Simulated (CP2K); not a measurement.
Band structure of WS (P6_3mc, 4 atoms in the cell).

```yaml
crystal:
  lattice:
    - [3.02551, 0.00000, 0.00000]
    - [-1.51276, 2.62017, 0.00000]
    - [0.00000, 0.00000, 8.18080]
  atoms:
    - { symbol: W, position: [0.33333, 0.66667, 0.03629] }
    - { symbol: W, position: [0.66667, 0.33333, 0.53629] }
    - { symbol: S, position: [0.33333, 0.66667, 0.34071] }
    - { symbol: S, position: [0.66667, 0.33333, 0.84071] }
```

Level of theory: PBEsol, GPW, DZVP-MOLOPT-SR-GTH basis, GTH-PBE potentials (GTH_POTENTIALS) in CP2K 2026.2.

Settings: CUTOFF = 500 Ry; REL_CUTOFF = 40 Ry; SMEAR/METHOD = FERMI_DIRAC; ELECTRONIC_TEMPERATURE = 1160.45 K; KPOINTS/SCHEME = MONKHORST-PACK 8 8 3; GAMMA_CENTERED = T; XC_FUNCTIONAL = PBE:PBESOL; W/BASIS_SET = DZVP-MOLOPT-SR-GTH-q14; W/POTENTIAL = GTH-PBE-q14; S/BASIS_SET = DZVP-MOLOPT-SR-GTH-q6; S/POTENTIAL = GTH-PBE-q6; METHOD = GPW; EPS_DEFAULT = 1e-10; EXTRAPOLATION = USE_GUESS.

The starting cell comes from a database of computed structures (which also holds hypothetical and non-ambient phases and stackings), without a prior relaxation at this level. Spin-orbit coupling is off. Spin polarisation is off. Values carry the incompleteness of an atom-centred basis. The potentials were made for another functional than the one used.

Levels in eV from the Fermi level, bands 17 to 22:
| point | 17 | 18 | 19 | 20 | 21 | 22 |
|---|---|---|---|---|---|---|
| Γ | -2.57 | -2.57 | -0.11 | -0.11 | 0.63 | 0.63 |
| M | -3.01 | -2.29 | -1.06 | -0.17 | 1.45 | 2.80 |
| K | -1.78 | -1.57 | -1.05 | -1.05 | 0.23 | 1.93 |
| A | -2.73 | -2.73 | 0.18 | 0.18 | 0.18 | 0.18 |
| L | -3.09 | -3.09 | -0.20 | -0.20 | 2.72 | 2.72 |
| H | -1.65 | -1.65 | -1.39 | -1.39 | 1.40 | 1.40 |

Bands cross the Fermi level along this path, so the cell is metallic at this level.

Higher empty bands are left out: an atom-centred basis made for the valence describes them poorly.
